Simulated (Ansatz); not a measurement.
Consider the energy of the reaction as written. Reaction: 1/8 cell B + 7/8 cell C → cell A. A negative value means that the right-hand side lies lower.

Cell A: a slab of Ir (fcc, Fm-3m) cut along (111), 11 atoms, oblique cell of 5.48 × 2.74 Å (13.0 Å²), symmetry Pm within 0.02 Å, 10.1 Å thick under 16 Å of vacuum, in-plane vectors held at the crystal's; planes from bottom to top: Ir2 × 5 | C, its two faces unlike (dipole correction applied); added, foreign or displaced atoms, above the top plane: C bound to 3 Ir at 1.88–1.99 Å; spin state with PBE: run without spin, k-point mesh 10×19×1.
```xyz
11
Lattice="5.4755 0.0000 0.0000 1.3689 2.3710 0.0000 0.0000 0.0000 26.5271" Properties=species:S:1:pos:R:3 pbc="T T T"
Ir     5.5240     1.5521     8.0656
Ir     2.7801     1.5559     8.0634
Ir     0.0473    -0.0274    10.2592
Ir     2.7818    -0.0255    10.2463
Ir     1.4231     0.7589    12.4883
Ir     4.1577     0.7608    12.4565
Ir     5.5260     1.5517    14.6625
Ir     2.8039     1.5427    14.7263
Ir    -0.1431     0.0826    16.9496
Ir     2.4971     0.1391    17.1635
C      4.0861     0.8025    18.1528
```

Cell B: a slab of Ir (fcc, Fm-3m) cut along (111), 46 atoms, hexagonal cell of 8.21 Å (58.4 Å²), symmetry P3m1 within 0.02 Å, 9.9 Å thick under 17 Å of vacuum, in-plane vectors held at the crystal's; planes from bottom to top: Ir9 × 5 | C; added, foreign or displaced atoms, above the top plane: C bound to 3 Ir at 1.93 Å; spin state with PBE: run without spin, k-point mesh 5×5×1.
```yaml
crystal:
  lattice:
    - [8.21323, 0.00000, 0.00000]
    - [4.10661, 7.11286, 0.00000]
    - [0.00000, 0.00000, 26.52713]
  atoms:
    - { symbol: Ir, position: [0.88949, 0.22192, 0.30387] }
    - { symbol: Ir, position: [0.22192, 0.22192, 0.30387] }
    - { symbol: Ir, position: [0.55569, 0.22195, 0.30380] }
    - { symbol: Ir, position: [0.88947, 0.55440, 0.30395] }
    - { symbol: Ir, position: [0.22195, 0.55569, 0.30380] }
    - { symbol: Ir, position: [0.55569, 0.55569, 0.30380] }
    - { symbol: Ir, position: [0.88947, 0.88947, 0.30395] }
    - { symbol: Ir, position: [0.22192, 0.88949, 0.30387] }
    - { symbol: Ir, position: [0.55440, 0.88947, 0.30395] }
    - { symbol: Ir, position: [0.99948, 0.99948, 0.38662] }
    - { symbol: Ir, position: [0.33438, 0.99948, 0.38662] }
    - { symbol: Ir, position: [0.66673, 0.99986, 0.38626] }
    - { symbol: Ir, position: [0.99948, 0.33438, 0.38662] }
    - { symbol: Ir, position: [0.33366, 0.33366, 0.38609] }
    - { symbol: Ir, position: [0.66602, 0.33366, 0.38609] }
    - { symbol: Ir, position: [0.99986, 0.66673, 0.38626] }
    - { symbol: Ir, position: [0.33366, 0.66602, 0.38609] }
    - { symbol: Ir, position: [0.66673, 0.66673, 0.38626] }
    - { symbol: Ir, position: [0.11111, 0.11111, 0.46896] }
    - { symbol: Ir, position: [0.44421, 0.11124, 0.47048] }
    - { symbol: Ir, position: [0.77788, 0.11124, 0.47048] }
    - { symbol: Ir, position: [0.11124, 0.44421, 0.47048] }
    - { symbol: Ir, position: [0.44444, 0.44444, 0.47035] }
    - { symbol: Ir, position: [0.77788, 0.44421, 0.47048] }
    - { symbol: Ir, position: [0.11124, 0.77788, 0.47048] }
    - { symbol: Ir, position: [0.44421, 0.77788, 0.47048] }
    - { symbol: Ir, position: [0.77778, 0.77778, 0.47036] }
    - { symbol: Ir, position: [0.88810, 0.22262, 0.55409] }
    - { symbol: Ir, position: [0.22262, 0.22262, 0.55409] }
    - { symbol: Ir, position: [0.55471, 0.22391, 0.55425] }
    - { symbol: Ir, position: [0.88948, 0.55437, 0.55432] }
    - { symbol: Ir, position: [0.22391, 0.55471, 0.55425] }
    - { symbol: Ir, position: [0.55471, 0.55471, 0.55425] }
    - { symbol: Ir, position: [0.88948, 0.88948, 0.55432] }
    - { symbol: Ir, position: [0.22262, 0.88810, 0.55409] }
    - { symbol: Ir, position: [0.55437, 0.88948, 0.55432] }
    - { symbol: Ir, position: [0.99993, 0.99993, 0.63647] }
    - { symbol: Ir, position: [0.33347, 0.99993, 0.63647] }
    - { symbol: Ir, position: [0.67003, 0.99326, 0.63662] }
    - { symbol: Ir, position: [0.99993, 0.33347, 0.63647] }
    - { symbol: Ir, position: [0.32686, 0.32686, 0.64135] }
    - { symbol: Ir, position: [0.67961, 0.32686, 0.64135] }
    - { symbol: Ir, position: [0.99326, 0.67003, 0.63662] }
    - { symbol: Ir, position: [0.32686, 0.67961, 0.64135] }
    - { symbol: Ir, position: [0.67003, 0.67003, 0.63662] }
    - { symbol: C, position: [0.44444, 0.44444, 0.67779] }
```

Cell C: a slab of Ir (fcc, Fm-3m) cut along (111), 6 atoms, hexagonal cell of 2.74 Å (6.5 Å²), symmetry P3m1 within 0.02 Å, 10.3 Å thick under 16 Å of vacuum, in-plane vectors held at the crystal's; planes from bottom to top: Ir × 5 | C, its two faces unlike (dipole correction applied); added, foreign or displaced atoms, above the top plane: C bound to 3 Ir at 1.99 Å; spin state with PBE: run without spin, k-point mesh 19×19×1.
```xyz
6
Lattice="2.7377 0.0000 0.0000 1.3689 2.3710 0.0000 0.0000 0.0000 26.5271" Properties=species:S:1:pos:R:3 pbc="T T T"
Ir     2.7377     1.5806     8.0541
Ir     0.0000     0.0000    10.2418
Ir     1.3689     0.7903    12.4661
Ir     2.7377     1.5806    14.6708
Ir     0.0000     0.0000    17.1221
C      1.3689     0.7903    18.3258
```

Plane-wave PAW calculations with Ansatz (a quantum-chemistry and plane-wave program), its default PAW set, cutoff 420 eV, 500 eV for r2SCAN. The structures are at rest with PBE, within the held lattices; other levels are single points on them. Neutral cells; Fermi-Dirac smearing of at most 0.10 eV in the solids, energies taken to zero width. The lattices are those relaxed with PBE, so at other levels the solids can be strained, which adds to the spread. Larger cells are relaxed from a start prepared with the learned potential CHGNet, on a coarser mesh till forces fall under 0.03 eV/Å, which some starts already meet. A dispersion term (D3(BJ), or D4 for r2SCAN) was computed beside these levels and is taken off wherever the name lacks it. The PAW files were made for PBE and serve at the other functionals too. Space groups of crystals are read within 0.01 Å. Static lattices, no vibrational contributions. Cells are local rest points, mostly with their start's symmetry. Spin-orbit coupling is left out. Values are for these cell sizes. The cells' k-point meshes differ in density, so the last digit is unsettled. Cell A has symmetry Pm within 0.02 Å and got no random move, so less symmetric positions, which may lie lower, weren't tried. Cell B has symmetry P3m1 within 0.02 Å and got no random move, so less symmetric positions, which may lie lower, weren't tried. Cell C has symmetry P3m1 within 0.02 Å and got no random move, so less symmetric positions, which may lie lower, weren't tried.

Question: What is the computed value (PBE)?

Answer: -0.91 eV, for 1/8 cell B + 7/8 cell C → cell A.

Question: List the value at the remaining levels and say how far they part.

Answer: 
```tsv
Level	value (eV)	less PBE
r2SCAN	-0.97	-0.06
```

The levels shown span only 0.06 eV, too little to tell them apart.
